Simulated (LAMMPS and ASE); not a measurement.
Interatomic potentials scored against PBE on 5 thermal frames of Ge60Ga4 melt, 64 atoms, from DFT MD at 1490 K and 0 GPa (started from the melt; by its diffusion the run was liquid).

Reference: DFT, PBE, plane waves, Ansatz's default PAW set, run with Ansatz at one k-point, whose own sampling error enters the misses (most for metals); rms force 0.59 eV/Å, static pressure -0.7 GPa, which carries the basis error of a finite cutoff. Potentials ran in LAMMPS and ASE. The MPtrj networks were trained on PBE and PBE+U, and their training set holds relaxations of crystals, many of these compositions among them. Potentials trained on another functional, or fitted to measurement, also carry the gap between that and the reference.

- CHGNet r2SCAN: CHGNet transfer-learned on r2SCAN data
- CHGNet 0.3.0: CHGNet 0.3.0, trained on MPtrj (PBE and PBE+U)
- SevenNet-0: SevenNet-0, trained on MPtrj
- SevenNet-l3i5: SevenNet-l3i5, trained on MPtrj

```json
[
 {"potential": "SevenNet-l3i5", "force RMSE (eV/Å)": "0.18", "RMSE over rms force": "0.31", "force correlation": "0.95", "relative energy RMSE (meV/atom)": "2.8", "static pressure miss (GPa)": "-1.0"},
 {"potential": "SevenNet-0", "force RMSE (eV/Å)": "0.18", "RMSE over rms force": "0.31", "force correlation": "0.95", "relative energy RMSE (meV/atom)": "3.0", "static pressure miss (GPa)": "-0.8"},
 {"potential": "CHGNet 0.3.0", "force RMSE (eV/Å)": "0.30", "RMSE over rms force": "0.51", "force correlation": "0.91", "relative energy RMSE (meV/atom)": "4.3", "static pressure miss (GPa)": "-0.9"},
 {"potential": "CHGNet r2SCAN", "force RMSE (eV/Å)": "0.53", "RMSE over rms force": "0.89", "force correlation": "0.46", "relative energy RMSE (meV/atom)": "11", "static pressure miss (GPa)": "-3.0"}
]
```
